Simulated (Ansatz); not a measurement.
The parent structure is GaCuSe2 in the chalcopyrite structure (space group I-42d, No. 122).

```xyz
8
Lattice="-2.8041 2.8041 5.5488 2.8041 -2.8041 5.5488 2.8041 2.8041 -5.5488" Properties=species:S:1:pos:R:3 pbc="T T T"
Cu     0.0000     2.8041     2.7744
Cu     0.0000     0.0000     0.0000
Ga     2.8041     0.0000     2.7744
Ga     0.0000     0.0000     5.5488
Se     1.4021     1.3815    -1.3872
Se     1.4021     1.4226     4.1616
Se     1.4226    -1.4021     6.9359
Se     1.3815     4.2062     1.3872
```

The values are results of DFT with r2SCAN, PAW potentials and a 500 eV plane-wave cutoff in Ansatz (a quantum-chemistry and plane-wave program), scalar-relativistic without spin-orbit coupling, not measurements.

For the base:

| Item | Value |
|---|---|
| Hole mass | 0.083 mₑ along c, 0.68 mₑ across (at Γ) |
| Band gap | 0.57 eV |

The change: the cell is scaled by 0.9637 in all directions; the atoms relax in the strained cell.

How does this affect the largest internal atomic displacement, hole mass, band gap and energy relative to the base?

The largest internal atomic displacement is 0.014 Å; the hole mass goes from 0.083 mₑ along c, 0.68 mₑ across (at Γ) to 0.13 mₑ along c, 0.53 mₑ across (at Γ); the band gap rises by 0.549 eV to 1.11 eV; the energy goes up by 65 meV/atom.

Masses are band curvatures over ±0.01 Å⁻¹ around the edge. Whether these cells are dynamically stable was not tested. The final runs are not spin-polarised.
